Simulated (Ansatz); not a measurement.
Functionals compared on N on the 1x1 (110) surface of 3C silicon carbide (cut with top plane C + Si), one in a 2x2 cell, started at the site 'top C', in Ansatz (plane waves, PAW). The structure was relaxed with PBE; the other rows are single points on it, each with its references at the same level. Cutoff 420 eV (500 eV for r2SCAN).

Host crystal: 3C silicon carbide, with a band gap (PBE, scalar-relativistic without spin-orbit coupling).

Slab: 49 atoms, 7.7 Å thick at the start under the adsorbate (thin: gaps and levels are the slab's own); k 3x3x1, smearing 0.01 eV, dipole-corrected; 24 atoms held, the rest relaxed; held to the start's symmetry, so lower structures may exist; spin-polarised, ending with about 1.0 μB a cell; orders that need a larger cell were not tried, no spin-orbit, no U, no dispersion correction. At the end it is bonded to C + 2 Si. In PBE it is, or lies within 0.03 eV of, the lowest of the starts that converged. These notes are the PBE run's. RPBE: The program's check for a lower electronic state was not made. r2SCAN: The program's check for a lower electronic state was not made. Adsorption energies are against ½ N2(g). A negative adsorption energy means that the adsorbate is more stable on the surface than in its reference.

```csv
functional,adsorption energy (eV),magnetic moment of the cell (μB),rough cost of the single point
PBE,0.72,1.00,–
RPBE,0.91,1.00,about 7 core-minutes (a rough figure)
r2SCAN,___,1.00,around 14 core-minutes (rough)
```

Question: Fill in the missing entries.

Answer: 
- r2SCAN, adsorption energy (eV): 0.61

Ansatz is a program for electronic structure.
